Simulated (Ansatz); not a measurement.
Checking a run of Ansatz (a quantum-chemistry and plane-wave program) on CrO2 (Pca2_1, 12 atoms in the cell). The aim is a self-consistent single point with DFT, LDA (PW92)+U, plane waves, default PAW files made with PBE.

Cell that was meant: a = 4.7915 Å, b = 4.6166 Å, c = 4.6248 Å, α = 90.00°, β = 90.00°, γ = 90.00°.

Part of the input:

Ansatz 0.2 input:
```yaml
    - { symbol: O, position: [0.729000, 0.463000, 0.000000] }
    - { symbol: O, position: [0.271000, 0.537000, 0.500000] }
kpoints:
  mp_grid: { grid: [1, 1, 1] }
hamiltonian:
  xc: lda
  pseudopotentials: { kind: paw }
```

Output (repeated stretches shortened):

```
WARN basis.ecutwfc = 420 eV, the default
WARN ansatz: RAYON_NUM_THREADS=1 ignored (pool sized by the plan → 1); use --threads N
   [... lines left out ...]
PAW frozen core: O, regenerated for the run's functional, and the local potential with it
Initial density: superposition of atomic densities (chi_scale 0.1, normalization cell, long waves kept (reshape's long-wave potential 0.02 eV rms))
Starting moments: Σ|m| = 12 μB on 4 of 12 sites
Initial wavefunctions: pseudopotential atomic-orbital guess
Eigensolver: davidson
Functional: x = slater, c = lda
SCF iter   1: F=—  HF=-17716.927398 eV  |F-HF|=—  |Δ(HF+E_count)|=         —  Δρ=6.51e-2 (↑4.85e-2 ↓6.51e-2)  dr2=6.07e0  dr2_m=1.48e0  M=8.000 μB ∫|m|=11.806 μB  β_m=0.30  ethr=3.10e-3  ⟨swp⟩=6.0  Hψ=491  notcnv=0
all-band conjugate gradients solve this SCF's bands
preconditioner: auto → Kerker (q_TF=auto, 2.736 Å⁻¹)
   [... lines left out ...]
SCF iter  32: F=—  HF=-17720.253272 eV  |F-HF|=—  |Δ(HF+E_count)|=   4.02e-7  S|Δr|=    0.00e0  Δρ=1.44e-5 (↑1.44e-5 ↓4.43e-6)  dr2=1.08e-7  dr2_m=7.91e-8  M=8.000 μB ∫|m|=10.513 μB  β_m=0.91  ethr=4.61e-10  ⟨swp⟩=2.0  Hψ=184  notcnv=0  defer=8
SCF iter  33: F=-17720.253272 eV  HF=-17720.253272 eV  |F-HF|=1.15e-8  |Δ(HF+E_count)|=   5.22e-8  S|Δr|=    0.00e0  Δρ=4.21e-6 (↑4.21e-6 ↓8.67e-7)  dr2=1.29e-8  dr2_m=5.45e-9  M=8.000 μB ∫|m|=10.512 μB  ethr=9.62e-11  ⟨swp⟩=10.0  Hψ=502  notcnv=0
SCF 1 converged in 33 iterations: F = -17720.253272 eV  dr2 = 1.29e-8
WARN: on these k-points the computed levels leave a gap of 0.8226 eV at the electron count, 4.1 widths of the methfessel_paxton smearing (0.2000 eV) …
   [... lines left out ...]
WARN: an SCF from antiferromagnetic starting moments (-3.00, -3.00, 3.00, 3.00, 0.00, 0.00, 0.00, 0.00, 0.00, 0.00, 0.00, 0.00 Bohr magnetons, atom by atom) …
Absolute magnetization: 10.5164 μB (∫|ρ↑−ρ↓|, with the PAW one-centre terms)
Free energy (F): -17720.253272 eV
Fermi energy:    12.989741 eV
   [... lines left out ...]
--- Stress (GPa, compression-positive) ---
        6.060303       0.000000       0.000000
        0.000000      -9.440432       0.000000
        0.000000       0.000000       2.944725
  P = ⅓ Tr σ = -0.1451 GPa (-1.451 kbar)
  The stress holds the Pulay correction. Without it, at fixed plane waves, as pw.x and ABINIT print it: P = -1.5053 GPa
Occupation matrices written to occupation_matrices
```

Can these results be used? Check the input.

The run is not sound. The fault is a single k-point for a small metallic cell. One k-point cannot sample the Fermi surface of a small cell. To fix it, use a converged k-point mesh. The run converged in 33 iterations without an error; against the sound input the free energy rises by 160 meV/atom, the pressure goes from -3.19 to -0.15 GPa, the largest force goes from 0.939 to 0.703 eV/Å and the size of the net moment stays at 0.67 μB/atom.

The sound input it was made from differs as follows (other fixes are possible):
```diff
-  mp_grid: { grid: [1, 1, 1] }
+  mp_grid: { grid: [3, 4, 4] }
```

With that input, the run converged in 36 iterations: free energy E − TS (on the zero of these files) -17722.1778 eV; Fermi level (on the code's own zero) 12.42 eV; pressure -3.19 GPa; largest force (vector length) 0.939 eV/Å; size of the cell's spin moment 8.00 μB (DFT, LDA (PW92)+U, plane waves, default PAW files made with PBE).

On the sound input: the starting cell was generated: these elements placed on a structure prototype, without a prior relaxation; it need not be a known phase or ordering of this composition. Its lattice was rescaled by a random factor within 2.5 % of one. The magnetic order is the one reached from the typed start; others were not searched systematically. With U or open f shells several self-consistent states can exist. With a pressure of about -3 GPa the cell is away from its equilibrium volume at this level. Ansatz's pressure includes its estimate of the finite-basis (Pulay) stress. Without the estimate this run gives -4.61 GPa. Without a gap this mesh is coarse (it stands for a supercell whose shortest vector is 14 Å).

These are the values that this program gave, and no reference: magnets with a U can end in a higher state.
